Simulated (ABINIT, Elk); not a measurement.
An ABINIT input for a self-consistent single point of CdSe (F-43m, 2 atoms in the cell) (DFT, PBE, plane waves, PAW (JTH v2.0 PBE PAW)):

```
# CdSe, JTH v2.0 PBE PAW
pp_dirpath "./"
pseudos "Cd.GGA_PBE-JTH.xml, Se.GGA_PBE-JTH.xml"
acell 4.2160308447 4.2160308447 4.2160308447 Angstrom
rprim
         0.0000000000    0.7071067812    0.7071067812
         0.7071067812    0.0000000000    0.7071067812
         0.7071067812    0.7071067812    0.0000000000
natom 2
ntypat 2
znucl 48 34
typat 1 2
xred
         0.0000000000    0.0000000000    0.0000000000
         0.7500000000    0.7500000000    0.7500000000
ecut 20
pawecutdg 40
pawxcdev 0
occopt 1
nband 11
kptopt 1
ngkpt 6 6 6
nshiftk 1
shiftk 0 0 0
nstep 60
tolvrs 1.0e-10
diemac 12
prtwf 0
prtden 0
enunit 2
```

Task: Give the Elk input for the same structure, mesh, smearing and functional.

Result: This is the input that was run; spellings and numerical settings could be chosen otherwise.

```
tasks
  0

xctype
  20

rgkmax
  7.5

gmaxvr
  16.0

nxlo
  2

lorbcnd
  .true.

rmtscf
  0.93

lmaxi
  2

stype
  0

swidth
  0.0001

maxscl
  100

scale
  7.967143629

avec
    0.0000000000    0.7071067812    0.7071067812
    0.7071067812    0.0000000000    0.7071067812
    0.7071067812    0.7071067812    0.0000000000

atoms
  2
  'Cd.in'
  1
  0.0000000000  0.0000000000  0.0000000000    0.0 0.0 0.0
  'Se.in'
  1
  0.7500000000  0.7500000000  0.7500000000    0.0 0.0 0.0

ngridk
  6 6 6
```

Basis settings and potentials, where a program has them, do not carry over. This input uses DFT, PBE, all-electron FP-LAPW, Elk's shipped species files, APW+lo basis with extra local orbitals. Both were run: gap on the mesh 0.719 eV in ABINIT and 0.696 in Elk.

On ABINIT: the starting cell comes from a database of computed structures (which also holds hypothetical and non-ambient phases and stackings), without a prior relaxation at this level. Its lattice was rescaled by a random factor within 2.5 % of one. For this run, on top of that: lattice scaled by 0.98. With a pressure of about 7 GPa the cell is away from its equilibrium volume at this level.

On Elk: the starting cell comes from a database of computed structures (which also holds hypothetical and non-ambient phases and stackings), without a prior relaxation at this level. Its lattice was rescaled by a random factor within 2.5 % of one. For this run, on top of that: lattice scaled by 0.98. Values depend on the basis (sphere radii, cutoffs, local orbitals), which need not be converged.
